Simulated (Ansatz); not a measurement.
A computed series for Ga: response to strain

The reference is Ga (space group Cmcm, No. 63; a = 7.656 Å, b = 4.577 Å, c = 4.536 Å; relaxed with 0.1 eV smearing). Axes: x, y, z lie along a, b, c of the conventional cell.

Strains are applied to the cell and any free atomic positions relax; under biaxial strain the out-of-plane vector relaxes too.

Level of theory: plane-wave PAW DFT at the PBEsol level (Ansatz, a first-principles code, 420 eV), scalar-relativistic without spin-orbit coupling.

Notes on the quantities. pressure: mean of the normal stresses, compression positive.

```csv
case,pressure,shortest interatomic distance
base,0.0 GPa,2.483 Å
"biaxial strain +4.80 %, plane normal [001], relaxed out of plane",-2.1 GPa,2.549 Å
isotropic strain +0.86 %,-1.3 GPa,2.507 Å
uniaxial strain ε_yy = +1.44 %,-0.7 GPa,2.493 Å
```

No phonon test of stability was made. This is not the structure that Ga has at room temperature and ambient pressure.
